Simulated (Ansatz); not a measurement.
Base system: Be₃N₂ (space group P6_3/mmc, No. 194; a = 2.837 Å, c = 9.710 Å; a cell from a computed database, its experimental status unchecked).

Level of theory: plane-wave PAW DFT at the PBEsol level (Ansatz, an electronic-structure program, 420 eV), without spin-orbit coupling.

For the base:

The lattice parameter a is 283.7 pm, the gap character comes out as indirect, Γ → M and the band gap is 3.25 eV. The width of the top valence band is 1.75 eV.

The change: cell and atoms relaxed at a pressure of 0.7 GPa.

Predict the new lattice parameter a.

The lattice parameter a falls by 0.3 pm, from 283.7 pm to 283.4 pm.

What happens to the gap character?

The gap character remains indirect, Γ → M.

What does the calculation give for the band gap after the change?

The band gap remains 3.25 eV.

Predict the new width of the top valence band.

The width of the top valence band is still 1.75 eV.

Load acts through the strain it causes; cell and atoms are relaxed under it. Whether these cells are dynamically stable was not tested.
